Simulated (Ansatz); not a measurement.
Hypothetical ReO3 type BiF3: element substitutions

Base system: BiF₃ in the ReO3 type structure (space group Pm-3m, No. 221; a = 4.568 Å; a hypothetical phase, not in the database extracts checked).

Each row replaces one element on all its sites; cell and atoms are relaxed.

Computed with Ansatz (an electronic-structure program) PBE, spin-orbit coupling left out.

| case | width of the top valence band | hole mass | lattice parameter a |
|---|---|---|---|
| base | 3.14 eV | 0.28 mₑ (at R) | 456.8 pm |
| F → Cl | 1.51 eV | 0.11 mₑ (at R) | 543.7 pm |
| F → Br | 1.00 eV | 0.070 mₑ (at R) | ___ |
| Bi → Tl | 0.85 eV | – | ___ |
| Bi → As | ___ | ___ | 412.5 pm |

Q: Some entries are withheld; estimate them.

A: 
- F → Br, lattice parameter a: 573.6 pm
- Bi → Tl, lattice parameter a: 436.6 pm
- Bi → As, width of the top valence band: 4.40 eV
- Bi → As, hole mass: 0.14 mₑ (at R)

With Bi and Tl present, leaving out spin-orbit coupling can change the band edges. The levels and masses belong to the bands next to the band gap. Effective masses come from finite differences of ±0.01 Å⁻¹. No phonon test of stability was made. As relaxed here, BiCl3, BiBr3, TlF3 and AsF3 are hypothetical phases, not in the database extracts checked.
